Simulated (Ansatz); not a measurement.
Worked example: self-consistent single point of TiCo (Pm-3m, 2 atoms in the cell) in Ansatz (a first-principles code)

Method: PBE (plane waves, PAW; Ansatz).

Input as run:

Ansatz 0.2 input:
```yaml
# TiCo
crystal:
  lattice:
    - [2.963090, 0.000000, 0.000000]
    - [0.000000, 2.963090, 0.000000]
    - [0.000000, 0.000000, 2.963090]
  atoms:
    - { symbol: Ti, position: [0.000000, 0.000000, 0.000000] }
    - { symbol: Co, position: [0.500000, 0.500000, 0.500000] }
basis:
  ecutwfc: 420.0
kpoints:
  mp_grid: { grid: [9, 9, 9] }
hamiltonian:
  xc: pbe
  pseudopotentials: { kind: paw }
scf:
  occupations: { method: fermi_dirac, width: 0.136 }
output:
  forces: true
  eigenvalues: true
  stress: true
```

Output (repeated stretches shortened):

```
Pseudopotentials: kind: paw
Pseudopotential: Ti, paw, valence charge 12
Pseudopotential: Co, paw, valence charge 17
Crystal: 2 atoms, lattice volume = 26.016 Å³
Basis set: ecut = 420 eV, 485 PW (Γ), exchange–correlation on 40×40×40 points (8 copies of the dense FFT grid, shifted against one another)
Bands: 19, of which v1, the nominal top of the filled ones, is band 15 counted from 1 (14 counted from 0)
Symmetry: 48 space group operations
Space group: Pm-3m (ITA 221), of the structure as read, at distance tolerance 3.0e-5 Å
k-points: 35 of 729
Initial density: superposition of atomic densities (neutral atoms: chi_scale 0, normalization atom), corrected by the library's trained network
Initial wavefunctions: pseudopotential atomic-orbital guess
Eigensolver: davidson
Functional: x = pbe(κ = 0.804, μ = 0.2195149727645171), c = pbe(β = 0.06672455060314922)
SCF iter   1: F=—  HF=-7626.658470 eV  |F-HF|=—  |Δ(HF+E_count)|=         —  Δρ=5.19e-3  dr2=5.54e-3  ethr=1.77e-3  ⟨swp⟩=4.1  Hψ=2457  notcnv=0
all-band conjugate gradients solve this SCF's bands
preconditioner: auto → none
SCF iter   2: F=—  HF=-7626.658641 eV  |F-HF|=—  |Δ(HF+E_count)|=   1.71e-4  Δρ=3.39e-3  dr2=2.52e-3  ethr=1.91e-5  ⟨swp⟩=1.1  Hψ=957  notcnv=0
SCF iter   3: F=—  HF=-7626.658613 eV  |F-HF|=—  |Δ(HF+E_count)|=   2.77e-5  Δρ=5.27e-4  dr2=5.75e-5  ethr=8.68e-6  ⟨swp⟩=1.0  Hψ=665  notcnv=0
SCF iter   4: F=—  HF=-7626.658601 eV  |F-HF|=—  |Δ(HF+E_count)|=   1.26e-5  Δρ=1.59e-4  dr2=2.09e-6  ethr=1.98e-7  ⟨swp⟩=2.0  Hψ=870  notcnv=0
SCF iter   5: F=—  HF=-7626.658601 eV  |F-HF|=—  |Δ(HF+E_count)|=   3.12e-7  Δρ=3.96e-5  dr2=2.48e-7  ethr=7.21e-9  ⟨swp⟩=2.6  Hψ=1287  notcnv=0
SCF iter   6: F=-7626.658601 eV  HF=-7626.658601 eV  |F-HF|=2.56e-9  |Δ(HF+E_count)|=   1.21e-8  Δρ=6.99e-6  dr2=6.15e-9  ethr=3.45e-10  ⟨swp⟩=3.9  Hψ=2045  notcnv=0
SCF 1 converged in 6 iterations: F = -7626.658601 eV  dr2 = 6.15e-9
SCF converged after 6 iterations
Free energy (F): -7626.658601 eV
Harris-Foulkes:  -7626.658601 eV  (|F-HF|=2.56e-9)
Internal energy: -7626.498879 eV  (E = F + TS)
E sigma→0 (E₀):  -7626.578740 eV
Entropy (-TS):   -0.159722 eV (-79.861 meV/atom)
Fermi energy:    17.067277 eV
--- Per-component energies (eV) ---
  E_band       = -390.143983
  E_kinetic    = 731.115425
  E_local      = -3841.961071  (includes V_loc(G=0)·N_el)
  E_nonlocal   = 460.487335
  E_hartree    = 1625.534476
  E_xc         = -258.078217
  E_vxc        = -329.283138  (∫ρ·V_xc dr)
  E_paw        = -2563.404700  (= ΣΔE_a)
  E_vpaw       = -661.575281  (= ΣTr[D̂ρ^β])
  E_aug_tail   = 0.000158  (compensation charges beyond the density's cutoff)
  E_ewald      = -3780.192284
  E_smearing   = -0.159722  (= −TS)
  E_closure    = -0.000000  (closes the sum)
  Σ components = -7626.658601   (vs F -7626.658601, Δ=0.00e0)
--- Forces (eV/Å), atoms counted from 1 ---
  atom   1  Ti    -0.00000000    -0.00000000     0.00000000
  atom   2  Co     0.00000000    -0.00000000    -0.00000000
  max |Σ_I F_I| component: 7.18e-29 eV/Å
--- Stress (GPa, compression-positive) ---
        2.039382       0.000000       0.000000
        0.000000       2.039382       0.000000
        0.000000       0.000000       2.039382
  P = ⅓ Tr σ = 2.0394 GPa (20.394 kbar)
  The stress holds the Pulay correction. Without it, at fixed plane waves, as pw.x and ABINIT print it: P = 1.9598 GPa
--- Band table (eV; the first three rows and the last of 35) ---
  k-point 0: bands = ["-77.9381", "-41.2196", "-41.2196", "-41.2196", "-39.9986", "-16.1013", "-16.1013", "-16.1013", "9.3033", "13.2063", "13.2063", "15.5884", "15.5884", "15.5884", "17.9010", "17.9010", "19.9069", "19.9069", "19.9069"]
  k-point 1: bands = ["-77.9380", "-41.2250", "-41.2193", "-41.2193", "-39.9920", "-16.1405", "-16.0986", "-16.0986", "9.5523", "13.3188", "13.3198", "15.5713", "15.5713", "15.6334", "17.7706", "17.9483", "19.5718", "19.5718", "19.8510"]
  k-point 2: bands = ["-77.9375", "-41.2385", "-41.2186", "-41.2186", "-39.9754", "-16.2387", "-16.0917", "-16.0917", "10.2655", "13.5853", "13.6406", "15.5351", "15.5351", "15.7531", "17.4004", "18.0070", "18.8647", "18.8647", "19.7039"]
  k-point 34: bands = ["-77.9333", "-41.2400", "-41.2398", "-41.2398", "-39.9013", "-16.3391", "-16.3390", "-16.3390", "14.4202", "14.5701", "14.5701", "14.9264", "14.9500", "14.9500", "16.6034", "16.6034", "20.1820", "20.1820", "24.1122"]
```

The run converged in 6 iterations.

The starting cell has typed, rounded lattice constants, without a prior relaxation at this level. Its lattice was rescaled by a random factor within 2.5 % of one. Spin polarisation is off. Ansatz's pressure includes its estimate of the finite-basis (Pulay) stress.
